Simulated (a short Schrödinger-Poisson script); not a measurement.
System: MOS inversion layer, Si3N4 on p-type Si(111), at 300 K.

From the gate side: 4.9 nm Si3N4; 940 nm Si, acceptors 2.1e17 cm⁻³.

Constants are typed, rounded textbook-type inputs, not results; the design itself was drawn at random and stands for no fabricated device. Si3N4: permittivity 7.5, conduction-band edge (eV) 1.95, gap (eV) 5.1, electron mass (mₑ) 0.5. Si: permittivity 11.7, conduction-band edge (eV) 0, gap (eV) 1.124, Nv at 300 K (cm⁻³) 3.1e19.

Channel valleys (confinement mass, in-plane density-of-states mass, number): Δ6 0.258, 0.358, 6. At the gate the conduction-band edge of layer 1 lies 2.46 eV − eVg above the Fermi level of the channel; the field vanishes at the back. Gaps are held at their typed values at every temperature. Mesh 0.03 nm at interfaces.

Solved with a short Schrödinger-Poisson script written for these runs: 1D Poisson equation in equilibrium, electrons quantum, Hartree (BenDaniel-Duke, 12 states a valley, the channel's in-plane mass for all, wave functions ending at the dielectric), parabolic valleys, classical holes, full ionisation, no traps, pinning or gate leakage.

| Vg (V) | electrons (cm⁻²) | C (μF/cm²) | Δ6 E0 (meV from the Fermi level) |
|---|---|---|---|
| 0.6 | 1.31e10 | 0.186 | 194.9 |
| 0.7 | 1.71e11 | 0.559 | 128.3 |
| 0.8 | 5.94e11 | 0.833 | 95.7 |
| 0.9 | 1.14e12 | 0.939 | 78.4 |
| 1 | 1.74e12 | 0.993 | 67.0 |
| 1.1 | 2.37e12 | 1.03 | 58.6 |
| 1.2 | 3.01e12 | 1.05 | 51.9 |
| 1.3 | 3.67e12 | 1.07 | 46.4 |
| 1.4 | 4.34e12 | 1.08 | 41.6 |
| 1.5 | 5.02e12 | 1.09 | 37.4 |
| 1.6 | 5.71e12 | 1.10 | 33.7 |
| 1.7 | 6.40e12 | 1.11 | 30.3 |
| 1.8 | 7.09e12 | 1.12 | 27.1 |
| 1.9 | 7.79e12 | 1.12 | 24.3 |
| 2 | 8.50e12 | 1.13 | 21.6 |
| 2.1 | 9.21e12 | 1.14 | 19.1 |
| 2.2 | 9.92e12 | 1.14 | 16.7 |

Gate voltages with under 1e9 electrons/cm² are left out.

Q: At Vg = 2.2 V the lowest Δ6 subband lies at 16.7 meV from the Fermi level. How many electrons does it hold, and what share of all?

A: The two-dimensional density of states is g m/(πħ²) = 8.97e11 cm⁻² meV⁻¹ (both spins), kT = 25.9 meV, so n = D kT ln(1 + exp(−E/kT)) = 9.77e12 cm⁻², 0.99 of the 9.92e12 cm⁻² in all.

Q: Compare the slope of the sheet density between 2 and 2.2 V with the geometric capacitance of the layers between gate and channel.

A: q Δn/ΔV = 1.14 μF/cm²; ε0/Σ(t/ε) = 1.36 μF/cm². The ratio is 0.84: the channel acts as a further capacitance in series.
